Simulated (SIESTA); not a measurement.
# SIESTA run on Pd (Fm-3m, 1 atom in the cell): self-consistent single point

Method of the run: GGA PBE, numerical atomic orbitals DZP, PseudoDojo PBE standard norm-conserving potentials (rewritten from UPF to PSML) (SIESTA).

The input file:

```
# files in the folder: Pd.psml (PseudoDojo PBE standard)
SystemName  Pd
SystemLabel Pd

NumberOfAtoms                1
NumberOfSpecies              1
%block ChemicalSpeciesLabel
  1 46 Pd
%endblock ChemicalSpeciesLabel
LatticeConstant              1.0 Bohr
%block LatticeVectors
     0.000000000    3.764234285    3.764234285
     3.764234285    0.000000000    3.764234285
     3.764234285    3.764234285    0.000000000
%endblock LatticeVectors
AtomicCoordinatesFormat      Ang
%block AtomicCoordinatesAndAtomicSpecies
     0.000000000    0.000000000    0.000000000  1
%endblock AtomicCoordinatesAndAtomicSpecies

XC.functional                GGA
XC.authors                   PBE
PAO.BasisSize                DZP
PAO.EnergyShift              0.01 Ry
MeshCutoff                   400 Ry
%block kgrid.MonkhorstPack
   10   0   0  0.0
    0  10   0  0.0
    0   0  10  0.0
%endblock kgrid.MonkhorstPack
OccupationFunction           MP
OccupationMPOrder            0
ElectronicTemperature        0.272 eV
Spin                         polarized
%block DM.InitSpin
  1 +1.00
%endblock DM.InitSpin

MaxSCFIterations             150
SCF.Mixer.Method             Pulay
SCF.Mixer.Weight             0.1
SCF.Mixer.History            8
SCF.DM.Tolerance             1.0E-05
Diag.ParallelOverK           true
WriteForces                  true
Charge.Mulliken              end
```

Log, with long lists cut:

```
reinit: Reading from file input.fdf

reinit: System Name: Pd
reinit: System Label: Pd

NOTE on units for spin output:
{S} is the spin magnetic moment, in units of the Bohr magneton,
assuming a g-factor for the electron spin of exactly 2.
The spin magnetic moment is then numerically equal to the charge inbalance,
in units of electrons, between the spin-up and -down channels.

coor:   Atomic-coordinates input format  =     Cartesian coordinates
coor:                                          (in Angstroms)

siesta: Atomic coordinates (Bohr) and species
siesta:      0.00000   0.00000   0.00000  1        1

siesta: System type = bulk

initatomlists: Number of atoms, orbitals, and projectors:      1    19    18

siesta: ******************** Simulation parameters ****************************
redata: Spin configuration                          = collinear
redata: Time-Reversal Symmetry                      = T
redata: Number of Atomic Species                    =        1
redata: Mesh Cutoff                                 =   400.0000 Ry
redata: Net charge of the system                    =     0.0000 |e|
redata: Min. number of SCF Iter                     =        0
redata: Max. number of SCF Iter                     =      150
redata: SCF convergence failure will abort job
redata: SCF mix quantity                            = Hamiltonian
redata: Mix DM or H after convergence               =   F
redata: Recompute H after scf cycle                 =   F
redata: Mix DM in first SCF step                    =   T
redata: No kicks to SCF
redata: DM Mixing Weight for Kicks                  =     0.5000
redata: Require Harris convergence for SCF          =   F
redata: Harris energy tolerance for SCF             =     0.000100 eV
redata: Require DM convergence for SCF              =   T
redata: DM tolerance for SCF                        =     0.000010
redata: Require EDM convergence for SCF             =   F
   [... lines left out ...]
diag: Used triangular part                          = Lower
diag: Absolute tolerance                            =  0.100E-15
diag: Orthogonalization factor                      =  0.100E-05
diag: Memory factor                                 =  1.0000

superc: Internal auxiliary supercell:     7 x     7 x     7  =     343
superc: Number of atoms, orbitals, and projectors:    343   6517   6174

                        Single-point calculation

superc: Internal auxiliary supercell:     7 x     7 x     7  =     343
superc: Number of atoms, orbitals, and projectors:    343   6517   6174

outcell: Unit cell vectors (Ang):
        0.000000    1.991947    1.991947
        1.991947    0.000000    1.991947
        1.991947    1.991947    0.000000

outcell: Cell vector modules (Ang)   :    2.817038    2.817038    2.817038
outcell: Cell angles (23,13,12) (deg):     60.0000     60.0000     60.0000
outcell: Cell volume (Ang**3)        :     15.8075
new_DM -- step:     1
Initializing Density Matrix...

Attempting to read DM from file... Failed...
DM filled with atomic data (user-defined):

InitMesh: MESH = 30 x 30 x 30 = 27000
InitMesh: Mesh cutoff (required, used) =   400.000   470.165 Ry

stepf: Methfessel-Paxton step function
       Using Hermite-Gauss polynomials of order  0
        iscf     Eharris(eV)        E_KS(eV)     FreeEng(eV)     dDmax    Ef(eV) dHmax(eV)
   scf:    1    -3681.880425    -3685.615605    -3685.677685  0.370730 -4.786629  2.679042
     spin moment: {S} , |S| = {        0.0        0.0    0.38933 }     0.38933
   scf:    2    -3685.787247    -3685.705385    -3685.766970  0.022454 -4.955568  2.001181
     spin moment: {S} , |S| = {        0.0        0.0    0.36595 }     0.36595
   scf:    3    -3685.869667    -3685.819554    -3685.878823  0.062718 -5.455830  0.256588
     spin moment: {S} , |S| = {        0.0        0.0    0.29756 }     0.29756
   scf:    4    -3685.833665    -3685.825509    -3685.888922  0.025300 -5.534901  0.118625
     spin moment: {S} , |S| = {        0.0        0.0    0.18141 }     0.18141
   scf:    5    -3685.825176    -3685.825372    -3685.889728  0.006672 -5.521303  0.029585
     spin moment: {S} , |S| = {        0.0        0.0    0.15521 }     0.15521
   scf:    6    -3685.825473    -3685.825422    -3685.889654  0.000275 -5.520467  0.027642
   [... lines left out ...]
   scf:   11    -3685.823949    -3685.823947    -3685.891317  0.000148 -5.523502  0.002176
     spin moment: {S} , |S| = {        0.0        0.0    0.00535 }     0.00535
   scf:   12    -3685.823963    -3685.823951    -3685.891319  0.000453 -5.523734  0.000090
     spin moment: {S} , |S| = {        0.0        0.0   -0.00049 }    -0.00049
   scf:   13    -3685.823954    -3685.823951    -3685.891318  0.000192 -5.523726  0.000286
     spin moment: {S} , |S| = {        0.0        0.0    0.00233 }     0.00233
   scf:   14    -3685.823950    -3685.823950    -3685.891319  0.000106 -5.523729  0.000088
     spin moment: {S} , |S| = {        0.0        0.0    0.00077 }     0.00077
   scf:   15    -3685.823950    -3685.823950    -3685.891319  0.000048 -5.523729  0.000007
     spin moment: {S} , |S| = {        0.0        0.0    0.00006 }     0.00006
   scf:   16    -3685.823950    -3685.823950    -3685.891319  0.000004 -5.523729  0.000000
     spin moment: {S} , |S| = {        0.0        0.0   -0.00000 }    -0.00000
SCF Convergence by DM+H criterion
max |DM_out - DM_in|         :     0.0000041289
max |H_out - H_in|      (eV) :     0.0000004708
SCF cycle converged after 16 iterations

Using DM_out to compute the final energy and forces

siesta: E_KS(eV) =            -3685.8240

siesta: E_KS - E_eggbox =     -3685.8240

siesta: Atomic forces (eV/Ang):
     1   -0.000000    0.000000   -0.000000
   Tot   -0.000000    0.000000   -0.000000
   Max    0.000000
   Res    0.000000    sqrt( Sum f_i^2 / 3N )
   Max    0.000000    constrained

Stress tensor Voigt[x,y,z,yz,xz,xy] (kbar):       63.55       63.55       63.55       -0.18       -0.18       -0.18
(Free)E + p*V (eV/cell)    -3686.5183
Target enthalpy (eV/cell)    -3685.8913

siesta: Program's energy decomposition (eV):
siesta: Ebs     =      -589.339387
siesta: Eions   =      4961.255653
siesta: Ena     =       573.792725
siesta: Ekin    =      1234.167107
siesta: Enl     =        33.821039
siesta: Eso     =         0.000000
siesta: Edftu   =         0.000000
siesta: DEna    =         8.530173
siesta: DUscf   =         0.073475
siesta: DUext   =         0.000000
siesta: Ex      =      -542.399640
siesta: Ec      =       -32.553175
siesta: Exc     =      -574.952816
siesta: Eharris =     -3685.823950
siesta: Etot    =     -3685.823950
siesta: FreeEng =     -3685.891319

siesta: Stress tensor (static) (eV/Ang**3):
siesta:     0.039662   -0.000111   -0.000111
siesta:    -0.000111    0.039662   -0.000111
siesta:    -0.000111   -0.000111    0.039663

siesta: Cell volume =         15.807505 Ang**3

siesta: Pressure (static):
siesta:                Solid            Molecule  Units
siesta:          -0.00043198         -0.00043198  Ry/Bohr**3
siesta:          -0.03966250         -0.03966250  eV/Ang**3
siesta:         -63.54632410        -63.54632410  kBar

mulliken: Atomic and Orbital Populations:

mulliken: Spin UP

Species: Pd
Atom  Qatom  Qorb
               4s      5s      5s      4py     4pz     4px     5py     5pz
               5px     4dxy    4dyz    4dz2    4dxz    4dx2-y2 4dxy    4dyz
               4dz2    4dxz    4dx2-y2
   1  9.000   0.945   0.196   0.057   0.989   0.989   0.989   0.132   0.132
              0.132   0.775   0.775   0.805   0.775   0.805   0.094   0.094

              0.112   0.094   0.112

mulliken: Qtot =        9.000

mulliken: Spin DOWN

Species: Pd
Atom  Qatom  Qorb
               4s      5s      5s      4py     4pz     4px     5py     5pz
               5px     4dxy    4dyz    4dz2    4dxz    4dx2-y2 4dxy    4dyz
               4dz2    4dxz    4dx2-y2
   1  9.000   0.945   0.196   0.057   0.989   0.989   0.989   0.132   0.132
              0.132   0.775   0.775   0.805   0.775   0.805   0.094   0.094

              0.112   0.094   0.112

mulliken: Qtot =        9.000

Mulliken Atomic Populations:
Atom #   charge [q] valence [e]      Sz [e]  Species
     1     0.000000   18.000000   -0.000001  Pd
 Total     0.000000               -0.000001
```

The run converged in 16 iterations.

The starting cell comes from a database of computed structures (which also holds hypothetical and non-ambient phases and stackings), without a prior relaxation at this level. Its lattice was rescaled by a random factor within 2.5 % of one. The starting moments vanished: the run ended non-magnetic. Values carry the incompleteness of an atom-centred basis. With a pressure of about -6 GPa the cell is away from its equilibrium volume at this level.
